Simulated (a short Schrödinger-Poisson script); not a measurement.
Structure: gated Al0.25Ga0.75As/GaAs δ-doped gas, at 77 K.

| layer | material | thickness (nm) | Na (cm⁻³) |
|---|---|---|---|
| 1 | Al0.25Ga0.75As | 15 | - |
| 2 | Al0.25Ga0.75As | 3 | - |
| 3 | GaAs | 6000 | 3e14 |

Constants are typed, rounded textbook-type inputs, not results; the design itself was drawn at random and stands for no fabricated device. Al0.25Ga0.75As: permittivity 12.19, conduction-band edge (eV) 0.198, gap (eV) 1.736, electron mass (mₑ) 0.0878, Nv at 300 K (cm⁻³) 9e18. GaAs: permittivity 12.9, conduction-band edge (eV) 0, gap (eV) 1.424, Nv at 300 K (cm⁻³) 9e18.

Channel valleys (confinement mass, in-plane density-of-states mass, number): Γ 0.067, 0.067, 1. At the gate the conduction-band edge of layer 1 lies 0.95 eV − eVg above the Fermi level of the channel; the field vanishes at the back. Sheet of ionised δ-doping: +3.1e12 e/cm² at 15 nm from the gate. The barrier under the gate holds no holes. Gaps are held at their typed values at every temperature. Mesh 0.08 nm at interfaces.

From a short Schrödinger-Poisson script (our own, NumPy): 1D Poisson equation in equilibrium, electrons quantum, Hartree plus LDA exchange-correlation (BenDaniel-Duke, 40 states a valley, the channel's in-plane mass for all, wave functions free to enter the barrier), parabolic valleys, classical holes, full ionisation, no traps, pinning or gate leakage.

The same stack at other levels of the model or other numerical settings:

```csv
run,sheet density of all electrons at Vg = 0.5 V (cm⁻²),capacitance at Vg = 0.5 V (μF/cm²),centroid of the channel electrons at Vg = 0.5 V (nm),gate voltage at 1e11 electrons/cm² (V),rough cost against the base
base,1.18e12,0.500,5.68,0.13,about 1
"electrons treated as classical, Boltzmann",1.41e12,0.579,1.60,0.13,0.02
"electrons treated as classical, Fermi-Dirac",1.18e12,0.479,5.06,0.13,0.09
"electrons treated as quantum, Hartree",1.15e12,0.495,6.09,0.14,0.7
mesh six times as coarse,1.18e12,0.501,5.63,0.13,0.2
one subband a valley,1.17e12,0.493,4.85,0.14,0.2
```

The classical rows ignore confinement, and Boltzmann statistics overrate the density once the band edge passes the Fermi level.
